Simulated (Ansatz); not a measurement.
Take RbOH (space group P2_1/m, No. 11; a cell from a computed database, its experimental status unchecked) as the base.

```yaml
crystal:
  lattice:
    - [4.14705, 0.00000, 0.00000]
    - [0.00000, 4.11872, 0.00000]
    - [-1.48632, 0.00000, 5.77018]
  atoms:
    - { symbol: Rb, position: [0.17430, 0.25000, 0.28989] }
    - { symbol: Rb, position: [0.82570, 0.75000, 0.71011] }
    - { symbol: H, position: [0.47489, 0.25000, 0.92200] }
    - { symbol: H, position: [0.52511, 0.75000, 0.07800] }
    - { symbol: O, position: [0.32558, 0.25000, 0.76726] }
    - { symbol: O, position: [0.67442, 0.75000, 0.23274] }
```

Cartesian axes are those of the cell as printed.

Computed with PBEsol, PAW, 420 eV (Ansatz, a quantum-chemistry and plane-wave program; no spin-orbit coupling).

For the base:

| Property | Value |
|---|---|
| Gap character | indirect, B → Γ |
| Band gap | 3.20 eV |

Perturbation: biaxial strain +1.70 %, plane normal [001], relaxed out of plane (Cartesian); in-plane vectors clamped, the third vector and the atoms free.

**Question.** What does the calculation give for the ratio −ε⊥/ε∥, gap character and band gap after the change?

**Answer.** The ratio −ε⊥/ε∥ comes out as 0.63; the gap character is still indirect, B → Γ; the band gap decreases by 0.03 eV (3.20 eV → 3.17 eV).

Whether these cells are dynamically stable was not tested.
